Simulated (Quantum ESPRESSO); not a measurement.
A series of runs on HfMg6Bi (Amm2, 8 atoms in the cell)

```xyz
8
Lattice="5.2001 0.0000 0.0000 0.0000 3.2640 5.4925 0.0000 -3.2640 5.4925" Properties=species:S:1:pos:R:3 pbc="T T T"
Mg     0.0000    -1.6322     6.4035
Mg     0.0000     1.6322     6.4035
Mg     0.0000     0.0000     3.6746
Mg     2.6001    -1.5748     4.6134
Mg     2.6001     1.5748     4.6134
Mg     2.6001     0.0000     1.8041
Hf     2.6001     0.0000     7.3168
Bi     0.0000     0.0000     9.1108
```

Base run A: PBEsol, PseudoDojo standard norm-conserving (PBESOL) pseudopotentials (Quantum ESPRESSO), self-consistent single point.

Its settings: ecutwfc = 85 Ry; occupations = smearing; smearing = cold; degauss = 0.0147 Ry; potentials = {Mg: Mg.upf, Hf: Hf.upf, Bi: Bi.upf}; K_POINTS = automatic 4 3 3 0 0 0; conv_thr = 1e-10 Ry.

The starting cell comes from a database of computed structures (which also holds hypothetical and non-ambient phases and stackings), without a prior relaxation at this level.

A dash stands where there is no value to compare (another energy zero or no entropy term, no result, no spin, no clean gap, or a mesh too coarse for one). 

Run A gave: pressure (GPa) -1.51; largest force (eV/Å) 0.054.

Runs:
- B: vdw_corr: default → grimme-d3; dftd3_version: default → 3; dftd3_threebody: default → false [PBEsol-D3(0)]
- C: vdw_corr: default → grimme-d3; dftd3_version: default → 4; dftd3_threebody: default → false [PBEsol-D3(BJ)]
- D: vdw_corr: default → grimme-d3; dftd3_version: default → 4; dftd3_threebody: default → true [PBEsol-D3(BJ) with three-body term]

What does run C change against A?

The pressure goes from -1.51 to -3.86 GPa and the largest force moves little (0.054 to 0.053 eV/Å).

What does run D change against A?

The pressure goes from -1.51 to -3.57 GPa and the largest force hardly changes (0.054 to 0.053 eV/Å).

```tsv
run	pressure (GPa)	largest force (eV/Å)	dispersion energy (eV/atom)
A	-1.51	0.054	–
B	-2.83	0.072	-0.208
C	-3.86	0.053	-0.328
D	-3.57	0.053	-0.308
```

Left out of this page: 1 run of the series held back from this collection.
